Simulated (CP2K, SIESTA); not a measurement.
A CP2K input for a self-consistent single point of Mg₂Ge (Fm-3m, 3 atoms in the cell) (DFT LDA (Pade form), GPW, DZVP-MOLOPT-PBE-GTH basis, GTH-PBE potentials (POTENTIAL_UZH)):

```
&GLOBAL
  PROJECT mg2ge
  RUN_TYPE ENERGY_FORCE
  PRINT_LEVEL MEDIUM
&END GLOBAL
&FORCE_EVAL
  METHOD Quickstep
  STRESS_TENSOR ANALYTICAL
  &DFT
    BASIS_SET_FILE_NAME BASIS_MOLOPT_UZH
    POTENTIAL_FILE_NAME POTENTIAL_UZH
    &QS
      METHOD GPW
      EPS_DEFAULT 1E-10
    &END QS
    &MGRID
      CUTOFF 1000
      REL_CUTOFF 60
      NGRIDS 5
    &END MGRID
    &SCF
      SCF_GUESS ATOMIC
      EPS_SCF 1E-7
      MAX_SCF 100
      ADDED_MOS 5
      &DIAGONALIZATION
        ALGORITHM STANDARD
      &END DIAGONALIZATION
      &MIXING
        METHOD BROYDEN_MIXING
        ALPHA 0.2
        NBUFFER 12
        BETA 1.5
      &END MIXING
      &SMEAR ON
        METHOD FERMI_DIRAC
        ELECTRONIC_TEMPERATURE [K] 232.09
      &END SMEAR
    &END SCF
    &KPOINTS
      SCHEME MONKHORST-PACK 7 7 7
    &END KPOINTS
    &XC
      &XC_FUNCTIONAL PADE
      &END XC_FUNCTIONAL
    &END XC
    &PRINT
      &MO
        EIGENVALUES T
        OCCUPATION_NUMBERS T
        NDIGITS 8
        FILENAME mo
        &EACH
          QS_SCF 0
        &END EACH
        ADD_LAST NUMERIC
      &END MO
      &MULLIKEN ON
      &END MULLIKEN
    &END PRINT
  &END DFT
  &SUBSYS
    &CELL
      A 4.51841200 0.00000000 0.00000000
      B 2.25920600 3.91306000 0.00000000
      C 2.25920600 1.30435300 3.68926800
      PERIODIC XYZ
    &END CELL
    &COORD
      SCALED
      Mg       0.25000000     0.25000000     0.25000000
      Mg       0.75000000     0.75000000     0.75000000
      Ge       0.00000000     0.00000000     0.00000000
    &END COORD
    &KIND Mg
      BASIS_SET DZVP-MOLOPT-PBE-GTH-q10
      POTENTIAL GTH-PBE-q10
    &END KIND
    &KIND Ge
      BASIS_SET DZVP-MOLOPT-PBE-GTH-q4
      POTENTIAL GTH-PBE-q4
    &END KIND
  &END SUBSYS
  &PRINT
    &FORCES ON
    &END FORCES
    &STRESS_TENSOR ON
    &END STRESS_TENSOR
  &END PRINT
&END FORCE_EVAL
```

**Question.** Translate this input to SIESTA.

**Answer.** This is the input that was run; spellings and numerical settings could be chosen otherwise.

```
# files in the folder: Mg.psml Ge.psml (PseudoDojo LDA standard)
SystemName  Mg2Ge
SystemLabel mg2ge

NumberOfAtoms                3
NumberOfSpecies              2
%block ChemicalSpeciesLabel
  1 12 Mg
  2 32 Ge
%endblock ChemicalSpeciesLabel
LatticeConstant              1.0 Ang
%block LatticeVectors
     0.000000000    3.195000000    3.195000000
     3.195000000    0.000000000    3.195000000
     3.195000000    3.195000000    0.000000000
%endblock LatticeVectors
AtomicCoordinatesFormat      Fractional
%block AtomicCoordinatesAndAtomicSpecies
     0.250000000    0.250000000    0.250000000  1
     0.750000000    0.750000000    0.750000000  1
     0.000000000    0.000000000    0.000000000  2
%endblock AtomicCoordinatesAndAtomicSpecies

XC.functional                LDA
XC.authors                   PW92
PAO.BasisSize                DZP
PAO.EnergyShift              0.005 Ry
MeshCutoff                   400 Ry
%block kgrid.MonkhorstPack
    7   0   0  0.0
    0   7   0  0.0
    0   0   7  0.0
%endblock kgrid.MonkhorstPack
OccupationFunction           FD
ElectronicTemperature        0.02 eV

MaxSCFIterations             150
SCF.Mixer.Method             Pulay
SCF.Mixer.Weight             0.2
SCF.Mixer.History            8
SCF.DM.Tolerance             1.0E-04
Diag.ParallelOverK           true
WriteForces                  true
Charge.Mulliken              end
```

Basis settings and potentials, where a program has them, do not carry over. This input uses DFT, LDA PW92, numerical atomic orbitals DZP, PseudoDojo LDA standard norm-conserving potentials (rewritten from UPF to PSML). LDA parametrisations can differ slightly between programs. Both were run: pressure 1.19 GPa in CP2K and -0.23 in SIESTA; gap on the mesh 0.310 eV in CP2K and 0.227 in SIESTA.

On CP2K: the starting cell has typed, rounded lattice constants, without a prior relaxation at this level. Values carry the incompleteness of an atom-centred basis. The potentials were made for another functional than the one used.

On SIESTA: the starting cell has typed, rounded lattice constants, without a prior relaxation at this level. Values carry the incompleteness of an atom-centred basis.
